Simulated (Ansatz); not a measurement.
# Response to strain in ZnS

Base system: ZnS in the zinc blende structure (space group F-43m, No. 216).

```
CELL_PARAMETERS angstrom
      0.00000     2.69455     2.69455
      2.69455     0.00000     2.69455
      2.69455     2.69455     0.00000
ATOMIC_POSITIONS crystal
  Zn 0.00000 0.00000 0.00000
  S  0.25000 0.25000 0.25000
```

Cartesian axes are those of the cell as printed.

Strains are applied to the cell and any free atomic positions relax; under biaxial strain the out-of-plane vector relaxes too.

All numbers come from r2SCAN, PAW, 500 eV (Ansatz, a program for electronic structure; no spin-orbit coupling).

Notes on the quantities. energy relative to the base: free energy F.

```csv
"biaxial strain, plane normal [111], relaxed out of plane (%)",energy relative to the base (meV/atom)
-2.5,12.9
-2.08,8.9
-1.67,5.7
-1.25,3.2
-0.83,1.4
-0.42,?
0,0.0
```

Q: Fit ΔE = Aε² + Bε³ (ε in %) to the rows shown and predict the withheld row.

A: Least squares on the printed values gives A = 2.02 and B = -0.019 meV/atom (largest residual 0.0 meV/atom); this predicts 0.4 meV/atom, and the run gives 0.4 meV/atom, in agreement.

No phonon test of stability was made.
